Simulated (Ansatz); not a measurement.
Start from Si in the diamond structure (space group Fd-3m, No. 227).

```yaml
crystal:
  lattice:
    - [0.00000, 2.71688, 2.71688]
    - [2.71688, 0.00000, 2.71688]
    - [2.71688, 2.71688, 0.00000]
  atoms:
    - { symbol: Si, position: [0.00000, 0.00000, 0.00000] }
    - { symbol: Si, position: [0.25000, 0.25000, 0.25000] }
```

Calculations: Kohn–Sham DFT with the PBEsol functional, run in Ansatz (a quantum-chemistry and plane-wave program) with PAW and 420 eV plane waves, scalar-relativistic without spin-orbit coupling.

For the base:

The smallest direct gap is 2.52 eV and the band gap comes out as 0.47 eV.

One thing is altered: cell and atoms relaxed at a pressure of 4.5 GPa.

Q: Estimate the effect on the smallest direct gap and band gap.

A: The smallest direct gap grows by 0.02 eV, from 2.52 eV to 2.54 eV; the band gap drops by 0.083 eV, from 0.47 eV to 0.38 eV.

Load acts through the strain it causes; cell and atoms are relaxed under it. No phonon test of stability was made. Tetrahedral semiconductors of this kind turn to denser phases somewhere between about 1 and 50 GPa; those were not computed, so compressed cells here can lie past the real transition.
